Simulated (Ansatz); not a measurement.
# ZrO2: pressure series

The parent structure is ZrO2 in the anatase structure (space group I4_1/amd, No. 141; a cell from a computed database, its experimental status unchecked).

```
ZrO2
1.0
   -1.99944     1.99944     5.32497
    1.99944    -1.99944     5.32497
    1.99944     1.99944    -5.32497
Zr O
2 4
Direct
  0.00000   0.00000   0.00000
  0.75000   0.25000   0.50000
  0.79861   0.79861   0.00000
  0.54861   0.04861   0.50000
  0.95139   0.45139   0.50000
  0.20139   0.20139   0.00000
```

Cell and atoms are relaxed at each pressure.

The values are results of Ansatz (an electronic-structure program) PBEsol, spin-orbit coupling left out, not measurements.

Candidates:
(a) pressure 7.5 GPa
(b) pressure 0.3 GPa
(c) pressure 3 GPa

For the base:

| Quantity | Value |
|---|---|
| c/a ratio | 2.663 |

Order them by c/a ratio, lowest first.

(a) pressure 7.5 GPa (2.632), (c) pressure 3 GPa (2.652), (b) pressure 0.3 GPa (2.662)

Load acts through the strain it causes; cell and atoms are relaxed under it. Stability against distortions was not tested. Competing high-pressure phases were not computed. This is not the structure that ZrO2 has at room temperature and ambient pressure.
